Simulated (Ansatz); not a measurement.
Ansatz (an electronic-structure program) run on IrRh3 (I4mm, 4 atoms in the cell): relaxation of the atoms.

Level of theory: LDA (PW92), default PAW files made with PBE (plane waves; Ansatz).

The change in words: one atom moved by 0.15 angstrom; relax: default → atoms; relax.f_tol: default → 0.2 eV/Å. Reference geometry:
```
CELL_PARAMETERS angstrom
     -1.91250     1.91250     3.83094
      1.91250    -1.91250     3.83094
      1.91250     1.91250    -3.83094
ATOMIC_POSITIONS crystal
  Ir 0.00000 0.00000 0.00000
  Rh 0.75000 0.25000 0.50000
  Rh 0.25000 0.75000 0.50000
  Rh 0.50000 0.50000 0.00000
```

Reference input (self-consistent single point, DFT, LDA (PW92), plane waves, default PAW files made with PBE): basis.ecutwfc = 420 eV; kpoints.mp_grid.grid = 12 12 12; hamiltonian.xc = lda; hamiltonian.pseudopotentials = {kind: paw} (the program's default PAW files); scf.occupations.method = fermi_dirac; scf.occupations.width = 0.1 eV. This run's input differs from it in these lines:

```diff
@@ -6,3 +6,3 @@
   atoms:
-    - { symbol: Ir, position: [0.00000000, 0.00000000, 0.00000000] }
+    - { symbol: Ir, position: [0.01957700, 0.01957700, 0.00000000] }
     - { symbol: Rh, position: [0.75000000, 0.25000000, 0.50000000] }
@@ -19,2 +19,4 @@
   occupations: { method: fermi_dirac, width: 0.1 }
+relax:
+  f_tol: 0.2
 output:
```

Output, abridged:

```
   [... SCF lines of the steps left out ...]
relax step   1: F+E_penalty+E_count = -30499.25124178 eV  Δ(F+E_penalty+E_count) = +0.000e0 eV  max|allowed force component| = 1.717e0 eV/Å  Δτ_max = 0.0000 Å  (6 SCF iters, dr2 threshold 1.00e-4 eV, accepted)
relax step   2: F+E_penalty+E_count = -30499.37582123 eV  Δ(F+E_penalty+E_count) = -1.246e-1 eV  max|allowed force component| = 1.636e-1 eV/Å  Δτ_max = 0.1196 Å  (6 SCF iters, dr2 threshold 1.00e-4 eV, accepted)
relax step   3: F+E_penalty+E_count = -30499.37582131 eV  Δ(F+E_penalty+E_count) = -7.296e-8 eV  max|allowed force component| = 1.635e-1 eV/Å  Δτ_max = 0.0000 Å  (6 SCF iters, accepted)
the relaxation is at rest under the 8 symmetry operations that the run kept from its start: a minimum is not shown …
Free energy (F): -30499.375821 eV
Internal energy: -30499.215678 eV  (E = F + TS)
E sigma→0 (E₀):  -30499.295749 eV
Entropy (-TS):   -0.160144 eV (-40.036 meV/atom)
Fermi energy:    22.550631 eV
--- Forces (eV/Å), atoms counted from 1 ---
  atom   1  Ir    -0.00000000     0.00000000     0.07576376
  atom   2  Rh    -0.00000000     0.00000000     0.04385080
  atom   3  Rh     0.00000000    -0.00000000     0.04385080
  atom   4  Rh     0.00000000     0.00000000    -0.16345779
--- Stress (GPa, compression-positive) ---
      -13.934014       0.000000      -0.000000
   [... lines left out ...]
  atoms:
    - { symbol: Ir, position: [0.003973659362949724, 0.003973659362949724, -1.409831070401114e-33] }
    - { symbol: Rh, position: [0.7545366516531691, 0.254536651653169, 0.49999999999999994] }
    - { symbol: Rh, position: [0.254536651653169, 0.7545366516531691, 0.49999999999999994] }
    - { symbol: Rh, position: [0.5065300373307121, 0.5065300373307121, -2.0140443862873056e-34] }
```

The run converged.  The full log also holds: “iter 5 did not close the SCF: its close was put off for the readings that it lacked (scf_convergence_deferred on its scf_iter line)”. The full log also holds: “iter 3 did not close the SCF: its close was put off for the readings that it lacked (scf_convergence_deferred on its scf_iter line)”.

Summary of the result:
- Free energy E − TS (on the zero of these files): -30499.3758 eV
- Fermi level (on the code's own zero): 22.55 eV
- Pressure: -14.00 GPa
- Largest force (vector length): 0.163 eV/Å
- Relaxation steps: 3

The starting cell comes from a database of computed structures (which also holds hypothetical and non-ambient phases and stackings), without a prior relaxation at this level. Its lattice was rescaled by up to half a per cent. For this run, on top of that: one atom moved by 0.15 angstrom. Spin polarisation is off. The relaxation keeps the symmetry of its start, so its end need not be a minimum. Ansatz's pressure includes its estimate of the finite-basis (Pulay) stress.

Cost on one core of a shared machine: roughly 90 s.

Keys are those of Ansatz 0.2.
